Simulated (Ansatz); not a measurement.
AlN (P6_3mc), r2SCAN with spin-orbit coupling, rigid bands (Ansatz, a quantum-chemistry and plane-wave program): Condition of this run: biaxial stress in the c plane of 9 GPa (compression positive) (the target of the relaxation). band gap 5.17 eV, N_c = 4.62e18 cm⁻³ and N_v = 2.64e20 cm⁻³ at 300 K, conductivity masses along x (a = (3.06, 0.00, 0.00) Å; b = (-1.53, 2.65, 0.00) Å; c = (0.00, 0.00, 5.04) Å) of 0.336 mₑ (electrons) and 2.75 mₑ (holes). Take k_BT = 0.02585 eV.

Task: Find the intrinsic carrier density and the intrinsic Fermi level.

Result: n_i = √(N_c N_v) exp(−E_g/2k_BT) = 3.49e19 × exp(−99.99) = 1.3e-24 cm⁻³. The level lies (k_BT/2) ln(N_v/N_c) = 52 meV from mid-gap (positive towards the conduction band). Each 0.1 eV added to the gap lowers n_i by a factor of 6.9.

Task: What thermal injection velocity √(2k_BT/πm) limits a ballistic channel along the direction named?

Result: 9.28e6 cm/s for electrons and 3.24e6 cm/s for holes, a ratio of √(m_h/m_e) = 2.86, for dilute carriers.

Task: A film of it is 3 nm thick, with its normal along the direction named. Estimate the confinement energies in an infinite well.

Result: ħ²π²/(2m t²) = 0.376 eV·nm²/(m/mₑ × t²) gives 124 meV for electrons and 15.2 meV for holes, so the gap would widen to about 5.31 eV. Finite barriers and nonparabolic bands lower this, and with several valleys or bands the heaviest mass along the normal sets the lowest level, not this average.

Rigid, parabolic bands with the computed gap; masses take one relaxation time for all states. Geometry: cell and atoms relaxed with PBEsol.
